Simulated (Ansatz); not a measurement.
Consider a 16-atom cell of (Ti,Hf)N started in the rock salt structure, site fractions Ti 0.500, Hf 0.500, short-range order -0.17 among the nearest mixed sites of the first mixed sublattice (0 is random, a negative value favours unlike neighbours), space group Imma at the end, an ordered arrangement that its symmetry holds. Its start:

```
CELL_PARAMETERS angstrom
     -0.00295     4.40724     4.41055
      4.40724    -0.00295     4.41055
      4.40429     4.40429     0.00000
ATOMIC_POSITIONS crystal
  Ti 0.00000 0.00000 0.00000
  Hf 0.00000 0.00000 0.50000
  Hf 0.00000 0.50000 0.00000
  Ti 0.00000 0.50000 0.50000
  Hf 0.50000 0.00000 0.00000
  Ti 0.50000 0.00000 0.50000
  Hf 0.50000 0.50000 0.00000
  Ti 0.50000 0.50000 0.50000
  N  0.25000 0.25000 0.25350
  N  0.25000 0.25000 0.74535
  N  0.24799 0.74799 0.25201
  N  0.25201 0.75201 0.74799
  N  0.74799 0.24799 0.25201
  N  0.75201 0.25201 0.74799
  N  0.75000 0.75000 0.25465
  N  0.75000 0.75000 0.74650
```

Calculation: PBE (plane waves to 420 eV, PAW; Ansatz, a first-principles code). Scalar-relativistic, without spin–orbit coupling; the runs are not spin-polarised. Its k-point mesh 5×5×5, Fermi–Dirac width 0.05 eV.

Task: Predict the alloy's volume and bond lengths.

Result: 
- volume per atom: 10.77 Å³
- N–Ti bonds (within 1.22 times the sum of covalent radii): 2.195 Å on average, from 2.180 to 2.210 (24)
- Hf–N bonds (within 1.22 times the sum of covalent radii): 2.222 Å on average, from 2.208 to 2.236 (24)
